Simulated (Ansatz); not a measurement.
Input and output of a self-consistent single point for Cu2As (P4/nmm, 6 atoms in the cell) (Ansatz, a quantum-chemistry and plane-wave program).

Method: PBEsol with spin-orbit coupling, default PAW files made with PBE (plane waves; Ansatz).

```
CELL_PARAMETERS angstrom
      3.73659     0.00000     0.00000
      0.00000     3.73659     0.00000
      0.00000     0.00000     5.82176
ATOMIC_POSITIONS crystal
  Cu 0.50000 0.50000 0.00000
  Cu 0.00000 0.00000 0.00000
  Cu 0.50000 0.00000 0.29996
  Cu 0.00000 0.50000 0.70004
  As 0.50000 0.00000 0.71301
  As 0.00000 0.50000 0.28699
```

Reference input (self-consistent single point, DFT, PBEsol, plane waves, default PAW files made with PBE): basis.ecutwfc = 420 eV; kpoints.mp_grid.grid = 7 7 5; hamiltonian.xc = pbesol; hamiltonian.pseudopotentials = {kind: paw} (the program's default PAW files); scf.occupations.method = fermi_dirac; scf.occupations.width = 0.1 eV. This run's input differs from it in these lines:

Ansatz 0.2 input:
```diff
@@ -19,2 +19,5 @@
   pseudopotentials: { kind: paw }
+magnetization:
+  noncollinear: true
+  spin_orbit: true
 scf:
```

The program printed (abridged):

```
SCF iter   1: F=—  HF=-35985.161195 eV  |F-HF|=—  |Δ(HF+E_count)|=         —  Δρ=1.61e-1  dr2=1.36e1  dr2_m=0.00e0 (ungated)  ethr=3.10e-3  |M|=0.00e0 ∫|m|=0.00e0 μB  |m|>n=0.0e0 m-floor=0.0e0 τ_xc=0.0e0  β_m=0.30  ⟨swp⟩=6.0  Hψ=8802  notcnv=0  defer=184
all-band conjugate gradients solve this SCF's bands
preconditioner: auto → Kerker (q_TF=auto, 2.852 Å⁻¹)
spin=Noncollinear: Kerker preconditioning applied to the charge; magnetization (m_x, m_y, m_z) channels mix plain (no charge-response kernel on spin).
   [... lines left out ...]
SCF iter  11: F=—  HF=-35982.786180 eV  |F-HF|=—  |Δ(HF+E_count)|=   9.56e-8  Δρ=1.85e-5  dr2=2.47e-7  dr2_m=0.00e0 (ungated)  ethr=1.34e-9  |M|=0.00e0 ∫|m|=0.00e0 μB  |m|>n=0.0e0 m-floor=0.0e0 τ_xc=0.0e0  β_m=0.98  ⟨swp⟩=2.0  Hψ=2855  notcnv=0  defer=368
SCF iter  12: F=-35982.786180 eV  HF=-35982.786180 eV  |F-HF|=1.28e-7  |Δ(HF+E_count)|=   1.19e-8  Δρ=1.13e-5  dr2=6.80e-8  dr2_m=0.00e0 (ungated)  ethr=9.43e-11  |M|=0.00e0 ∫|m|=0.00e0 μB  |m|>n=0.0e0 m-floor=0.0e0 τ_xc=0.0e0  ⟨swp⟩=9.4  Hψ=8541  notcnv=0
SCF 1 converged in 12 iterations: F = -35982.786180 eV  dr2 = 6.80e-8
Magnetization: |M| = 0.0000 μB,  M = (+0.0000, +0.0000, +0.0000) μB
Absolute magnetization: 0.0000 μB (∫|m|)
  site 0: m = (+0.0000, +0.0000, +0.0000) μB, |m| = 0.0000 μB  (R = 1.03 Å)
  site 1: m = (+0.0000, +0.0000, +0.0000) μB, |m| = 0.0000 μB  (R = 1.03 Å)
  site 2: m = (+0.0000, +0.0000, +0.0000) μB, |m| = 0.0000 μB  (R = 0.99 Å)
  site 3: m = (+0.0000, +0.0000, +0.0000) μB, |m| = 0.0000 μB  (R = 0.99 Å)
  site 4: m = (+0.0000, +0.0000, +0.0000) μB, |m| = 0.0000 μB  (R = 0.99 Å)
  site 5: m = (+0.0000, +0.0000, +0.0000) μB, |m| = 0.0000 μB  (R = 0.99 Å)
Free energy (F): -35982.786180 eV
Internal energy: -35982.718259 eV  (E = F + TS)
E sigma→0 (E₀):  -35982.752220 eV
Entropy (-TS):   -0.067921 eV (-11.320 meV/atom)
Fermi energy:    15.854677 eV
   [... lines left out ...]
  atom   6  As     0.00000000     0.00000000     0.21272304
--- Stress (GPa, compression-positive) ---
        1.705263       0.000000       0.000000
        0.000000       1.705263       0.000000
        0.000000       0.000000       1.451203
  P = ⅓ Tr σ = 1.6206 GPa (16.206 kbar)
  The stress holds the Pulay correction. Without it, at fixed plane waves, as pw.x and ABINIT print it: P = 1.5366 GPa
```

The run converged in 12 iterations. Against the reference run the pressure hardly changes (1.63 to 1.62 GPa) and the largest force moves little (0.212 to 0.213 eV/Å).

The starting cell comes from a database of computed structures (which also holds hypothetical and non-ambient phases and stackings), without a prior relaxation at this level. Its lattice was rescaled by a random factor within 2.5 % of one. Ansatz's pressure includes its estimate of the finite-basis (Pulay) stress. The run gives no clean gap (levels at the Fermi energy touch, overlap or are partly filled at this smearing), which alone does not show that the compound is a metal.

Cost on one core of a shared machine: roughly 80 s.
